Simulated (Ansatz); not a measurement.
## Converging the k-point mesh: K₃Pd (P4mm, 4 atoms in the cell)

```yaml
crystal:
  lattice:
    - [5.41779, 0.00000, 0.00000]
    - [0.00000, 5.41779, 0.00000]
    - [0.00000, 0.00000, 5.41779]
  atoms:
    - { symbol: K, position: [0.50000, 0.50000, 0.00923] }
    - { symbol: K, position: [0.00000, 0.50000, 0.50000] }
    - { symbol: K, position: [0.50000, 0.00000, 0.50000] }
    - { symbol: Pd, position: [0.00000, 0.00000, 0.00000] }
```

Method of the run: PBEsol, default PAW files made with PBE (plane waves; Ansatz, a quantum-chemistry and plane-wave program).

Base settings: basis.ecutwfc = 420 eV; kpoints.mp_grid.grid = 6 6 6; hamiltonian.xc = pbesol; hamiltonian.pseudopotentials = {kind: paw} (the program's default PAW files); scf.occupations.method = fermi_dirac; scf.occupations.width = 0.1 eV.

The second cell is the first with its lattice scaled by 0.98.

Only quantities that move along the ladder and can be compared are tabulated.

The count of work is k-points × plane waves × bands × iterations; it is no time. 

The starting cell comes from a database of computed structures (which also holds hypothetical and non-ambient phases and stackings), without a prior relaxation at this level. Its lattice was rescaled by up to half a per cent. One atom was moved a little off its site on purpose. Spin polarisation is off. Ansatz's pressure includes its estimate of the finite-basis (Pulay) stress.

Steps (kpoints.mp_grid.grid): 1 1 1; 2 2 2; 3 3 3; 4 4 4; 5 5 5; 6 6 6; 7 7 7; 8 8 8; 9 9 9; 11 11 11; 12 12 12; 13 13 13; 15 15 15; 16 16 16; 18 18 18; 20 20 20.

What is the coarsest kpoints.mp_grid.grid that holds the pressure within 0.5 GPa of the last step, with all finer ones?

2 2 2, at 0.0083 of the last step's count of work; the step before is off by 3.8 GPa.

What is the coarsest kpoints.mp_grid.grid that holds the free energy within 1 meV/atom of the last step, with all finer ones?

5 5 5, at 0.025 of the last step's count of work; the step before is off by 6.9 meV/atom.

What is the coarsest kpoints.mp_grid.grid that holds the forces within 0.01 eV/Å of the last step, with all finer ones?

2 2 2, at 0.0083 of the last step's count of work; the step before is off by 0.018 eV/Å.

```tsv
kpoints.mp_grid.grid	free energy less the last step's (meV/atom)	energy of the compressed cell less the first (meV/atom)	pressure (GPa)	largest difference of a force vector from the last step's (eV/Å)	count of work / last
1 1 1	-571.46	-66.32	-4.43	0.018	0.0016
2 2 2	10.77	-9.27	-0.83	0.002	0.0083
3 3 3	18.16	-4.92	-0.56	0.001	0.0094
4 4 4	-6.92	-5.95	-0.64	0.000	0.025
5 5 5	-0.89	-5.59	-0.61	0.000	0.025
6 6 6	0.19	-5.55	-0.61	0.000	0.055
7 7 7	-0.17	-5.75	-0.62	0.000	0.055
8 8 8	-0.15	-5.61	-0.62	0.000	0.10
9 9 9	0.00	-5.64	-0.62	0.000	0.10
11 11 11	-0.02	-5.64	-0.62	0.000	0.17
12 12 12	0.00	-5.64	-0.62	0.000	0.27
13 13 13	0.01	-5.65	-0.62	0.000	0.27
15 15 15	0.00	-5.65	-0.62	0.000	0.40
16 16 16	0.00	-5.65	-0.62	0.000	0.56
18 18 18	0.00	-5.65	-0.62	0.000	0.76
20 20 20	0.00	-5.65	-0.62	0.000	1.0
```

The energy difference between the two cells stays within 1 meV/atom of the last step's from 3 3 3 on, the total only from 5 5 5 on: much of the error is common to both cells and cancels.

Keys are those of Ansatz 0.2.
